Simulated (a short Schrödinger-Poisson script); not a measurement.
Structure: single CdTe/Cd0.8Zn0.2Te quantum well.

```csv
layer,material,thickness (nm)
1,Cd0.8Zn0.2Te,20
2,CdTe,4
3,Cd0.8Zn0.2Te,20
```

Constants are typed, rounded textbook-type inputs, not results; the design itself was drawn at random and stands for no fabricated device. CdTe: direct gap (eV) 1.5, conduction-band edge (eV) 0, electron mass (mₑ) 0.096, heavy-hole mass 0.6, light-hole mass 0.12. Cd0.8Zn0.2Te: direct gap (eV) 1.62, conduction-band edge (eV) 0.096, electron mass (mₑ) 0.1, heavy-hole mass 0.6, light-hole mass 0.13.

The valence-band edge of each layer lies one gap below its conduction-band edge. The electron's potential energy rises along the stack by the applied field. Mesh 0.03 nm at interfaces.

Question: Estimate e1 and hh1 for infinitely high walls at zero field, and compare with the finite well.

Answer: ħ²π²/(2mL²) gives 244.8 meV for the electron and 39.2 meV for the heavy hole. The finite well gives 52.6 and 10.9 meV, 0.21 and 0.28 of the estimates, as the states reach into the barriers (33 % of e1 lies outside the well).

From a short Schrödinger-Poisson script (our own, NumPy): one-band effective-mass equation with BenDaniel-Duke matching, electrons, heavy and light holes apart, hard walls at the outer ends, one valence edge for both holes (no strain splitting), no charge, excitons, band mixing or non-parabolicity; under a field the levels are quasi-bound states of a box, listed while three quarters of their weight lies within 4 nm of the wells.
